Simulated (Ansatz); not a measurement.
Amorphous Hf₁₈O₃₉La₂, 59 atoms at 8.75 g/cm³, one PBE-relaxed geometry, zone centre. Methods: PBE, scalar-relativistic without spin-orbit coupling (Ansatz, an electronic-structure program); r2SCAN, scalar-relativistic without spin-orbit coupling (Ansatz); HSE06, scalar-relativistic without spin-orbit coupling (Ansatz). Plane waves to 420 eV (r2SCAN 500 eV); exact exchange is cut at the cell's faces. At PBE the levels at the filled edge of the gap are localised (band-tail or defect states). All rungs ran without spin polarisation.

It comes from a melt-quench run on a machine-learned potential (CHGNet), relaxed afterwards by DFT. O atoms were pushed apart under 1.9 Å during the dynamics, to hinder bonds among them. The hot cell started wider than the set density and was brought back towards it in steps. It is the lowest in DFT energy of 2 quenches. It is a model cell: composition and starting density were chosen by hand, and all elements were melted together. No dispersion term was used. Its density started from a set value of 8.75 and ended at 8.75 g/cm³. Cooling (nominally 300 K/ps over its main leg) ran many orders faster than in experiment, which tends to leave more defects and strain. One small periodic cell is one sample of the glass; other quenches scatter about these values. The volume was held where the preparation left it and the shape relaxed, at a PBE pressure of 2.3 GPa. Stress components on the final sampling reach 2.3 GPa.

The relaxation ran on the zone centre alone. At PBE the level gap is 3.95 eV on a 2×2×2 Γ-centred mesh, and the spacing at the zone centre alone 3.99 eV.

Question: What zone-centre spacing does r2SCAN give, roughly?

Answer: 4.47 eV (+0.48 eV against PBE).

Question: What zone-centre spacing does HSE06 give, roughly?

Answer: 5.56 eV (+1.57 eV against PBE).

The highest filled and the lowest empty state spread over these numbers of atoms (participation numbers): PBE: 10.5 and 16.3; r2SCAN: 9.3 and 17.4; HSE06: 8.7 and 16.0.
